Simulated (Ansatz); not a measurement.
Ti2AlC (P6₃/mmc, No. 194; cell taken from a computed entry), treated with PBEsol (Ansatz, an electronic-structure program, plane waves, PAW).

Run with plane-wave cutoff 520 eV, 24×24×4 k mesh (along the axes of the cell as run), Fermi–Dirac smearing 0.046 eV (set by the program), no spin polarisation, scalar-relativistic PAW data made under PBE.

Computed at the level's own relaxed cell.

Elastic tensor (GPa, Voigt notation, ions relaxed):

```
  319.4    66.0    64.2     0.0     0.0     0.0
   66.0   319.4    64.2     0.0     0.0     0.0
   64.2    64.2   284.0     0.0     0.0     0.0
    0.0     0.0     0.0   116.7     0.0     0.0
    0.0     0.0     0.0     0.0   116.7     0.0
    0.0     0.0     0.0     0.0     0.0   126.7
```

Question: Work out the Voigt, Reuss and Hill averages of the bulk and shear moduli, Young's modulus and Poisson's ratio from the printed constants.

Answer: K_V = [C11 + C22 + C33 + 2(C12 + C13 + C23)]/9 = [922.8 + 2 × 194.4]/9 = 145.7 GPa. G_V = [922.8 − 194.4 + 3 × 360.1]/15 = 120.6 GPa. From the compliances S = C⁻¹, K_R = 145.3 and G_R = 120.3 GPa. Hill means: K = 145.5, G = 120.4 GPa. E = 9KG/(3K + G) = 283 GPa, ν = (3K − 2G)/(6K + 2G) = 0.18, K/G = 1.21.

Note: the relaxation could not lower the start's symmetry, so the cell can be a saddle point above a distorted one.

Static lattice: no zero-point or thermal effects.
